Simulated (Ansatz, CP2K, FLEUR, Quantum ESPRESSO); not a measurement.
# One structure in several programs: LaBi2ClO4 (P4/mmm, 8 atoms in the cell)

Self-consistent single point, at a second geometry (lattice scaled by 0.98). First geometry:

```yaml
crystal:
  lattice:
    - [3.98890, 0.00000, 0.00000]
    - [0.00000, 3.98890, 0.00000]
    - [0.00000, 0.00000, 9.33319]
  atoms:
    - { symbol: La, position: [0.00000, 0.00000, 0.00000] }
    - { symbol: Bi, position: [0.50000, 0.50000, 0.27838] }
    - { symbol: Bi, position: [0.50000, 0.50000, 0.72162] }
    - { symbol: Cl, position: [0.00000, 0.00000, 0.50000] }
    - { symbol: O, position: [0.00000, 0.50000, 0.16166] }
    - { symbol: O, position: [0.00000, 0.50000, 0.83834] }
    - { symbol: O, position: [0.50000, 0.00000, 0.16166] }
    - { symbol: O, position: [0.50000, 0.00000, 0.83834] }
```

Shared settings, as Ansatz (a first-principles code) writes them: kpoints.mp_grid.grid = 6 6 3; scf.occupations.method = fermi_dirac; scf.occupations.width = 0.02 eV. Potentials and cutoffs stand in the table.

```json
[
 {"code": "CP2K", "model": "LDA (Pade form), GPW, DZVP-MOLOPT-SR-GTH basis, GTH-PADE potentials (GTH_POTENTIALS)", "ΔF from the first geometry (meV/atom)": "-12.6", "pressure (GPa)": "1.65", "largest force (eV/Å)": "0.709", "gap on the mesh (eV)": "1.126", "cutoff": "grid 500 Ry"},
 {"code": "Quantum ESPRESSO", "model": "LDA (PZ), PseudoDojo standard norm-conserving (PBE) pseudopotentials", "ΔF from the first geometry (meV/atom)": "-23.5", "pressure (GPa)": "-0.12", "largest force (eV/Å)": "0.405", "gap on the mesh (eV)": "1.196", "cutoff": "110 Ry"},
 {"code": "Ansatz", "model": "LDA (PW92), default PAW files made with PBE", "ΔF from the first geometry (meV/atom)": "-27.9", "pressure (GPa)": "-1.29", "largest force (eV/Å)": "0.275", "gap on the mesh (eV)": "1.267", "cutoff": "default"},
 {"code": "FLEUR", "model": "LDA (Perdew-Zunger), all-electron FLAPW (FLEUR), scalar-relativistic valence", "ΔF from the first geometry (meV/atom)": "-25.5", "pressure (GPa)": "–", "largest force (eV/Å)": "0.226", "gap on the mesh (eV)": "1.303", "cutoff": "Kmax 4.2 1/bohr"}
]
```

For Ansatz (by 0.5 GPa) the energy change implies a higher mean pressure, against the two pressures, than for the other programs: a sign of finite-basis (Pulay) stress.

Size of the force on each atom (eV/Å): Sizes of forces hide their directions.

```tsv
code	La1	Bi2	Bi3	Cl4	O5	O6	O7	O8
CP2K	0.000	0.709	0.709	0.000	0.078	0.078	0.078	0.078
Quantum ESPRESSO	0.000	0.405	0.405	0.000	0.080	0.080	0.080	0.080
Ansatz	0.000	0.275	0.275	0.000	0.109	0.109	0.109	0.109
FLEUR	0.000	0.226	0.226	0.000	0.149	0.149	0.149	0.149
```

A dash marks a value that a program does not give, or that is left out as unsure.

Gaps are read on the mesh.

On Ansatz's run: spin-orbit coupling is off.

The spread over the programs that give each value: ΔF from the first geometry within 15.3 meV/atom; pressure within 2.94 GPa; largest force within 0.483 eV/Å; gap on the mesh within 0.177 eV.

CP2K uses small atom-centred bases, whose incompleteness enters pressures, forces and empty levels differently from a plane-wave cutoff. FLEUR treats all electrons, but the usual bases taken here (sphere radii, linearisation, local orbitals, empty states) were not tested for convergence, so the values are no reference for the others. Ansatz's pressure is given at a fixed set of plane waves, as the other plane-wave codes print theirs; with its correction for the finite basis it is -0.79 GPa (the shift of 0.50 GPa shows how far the cutoff is from converged). The same LDA comes in different parametrisations, which differ slightly. In the pressure, CP2K (by 2.36) lies more than 1 GPa from the median of the plane-wave programs. In the force vectors, CP2K (by 0.369) and FLEUR (by 0.114) lie more than 0.08 eV/Å from the median of the plane-wave programs.

The starting cell comes from a database of computed structures (which also holds hypothetical and non-ambient phases and stackings), without a prior relaxation at this level. For this run, on top of that: lattice scaled by 0.98.

Keys are those of Ansatz 0.2.
